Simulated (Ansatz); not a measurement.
Data:

```xyz
10
Lattice="2.4042 1.3781 4.3478 -2.3695 1.3781 4.3287 0.0174 -2.7561 4.3382" Properties=species:S:1:pos:R:3 pbc="T T T"
Al     0.0319    -0.0002     8.4324
Al     0.0058     0.0002     1.9251
Al     0.0202     0.0002     4.5822
Al     0.0463    -0.0002    11.0896
O      0.7523     1.4913     5.4260
O     -1.6357    -0.1140     5.4164
O     -0.7002    -1.4913     7.5887
O     -0.8963     1.3775     7.5888
O      1.6877     0.1140     7.5982
O      0.9484    -1.3775     5.4259
```

No spin polarisation.

Level of theory: PBEsol (Ansatz, a first-principles code, PAW, no spin-orbit coupling). k-mesh 8×8×8 (Γ-centred); smearing 0.05 eV (Fermi–Dirac).

Q: Predict the stress, gap character and valence-band top at Γ.

A: The stress (xx, yy, zz, yz, xz, xy; compression positive) is (0.02, 0.01, 0.02, 0.00, -1.13, -0.15) GPa and the gap character is direct at Γ. The valence-band top at Γ (three highest levels, from the VBM) is 0.00, -0.04, -0.04 eV.

The cells carry an imposed strain or load. Whether these cells are dynamically stable was not tested. The cell was made from Al₂O₃ in the corundum structure (space group R-3c, No. 167) by this change: tensor shear ε_xz = +0.40 %.
